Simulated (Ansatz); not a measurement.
System: BAs (model structure, started from the BeO type, P4₂/mnm, No. 136, 8 atoms in the cell). Method: LDA (Ansatz, a quantum-chemistry and plane-wave program, PAW).

Run with plane-wave cutoff 520 eV, 6×6×10 k mesh (along the axes of the cell as run), Fermi–Dirac smearing 0.01 eV, scalar-relativistic PAW data made under PBE.

Cell (relaxed at this level):

```
CELL_PARAMETERS angstrom
      5.79258     0.00000     0.00000
      0.00000     5.79258     0.00000
      0.00000     0.00000     3.33653
ATOMIC_POSITIONS crystal
  B  0.32265 0.67735 0.00000
  B  0.67735 0.32265 0.00000
  B  0.82265 0.82265 0.50000
  B  0.17735 0.17735 0.50000
  As 0.31831 0.31831 0.00000
  As 0.68169 0.68169 0.00000
  As 0.18169 0.81831 0.50000
  As 0.81831 0.18169 0.50000
```

**Question.** Predict the band gap and smallest direct gap on the k points sampled.

**Answer.** 
* **band gap**: 0.58 eV (indirect)
* **smallest direct gap on the k points sampled**: 1.12 eV

Note: the relaxation could raise the start's symmetry but not lower it, so the cell can be a saddle point.

Spin–orbit coupling is not included.

It cost roughly 50 core-seconds of CPU time.

A model structure was made by putting elements into a prototype or built by hand; it is no filed structure, need not be a known phase, and can be a saddle point held by its symmetry.
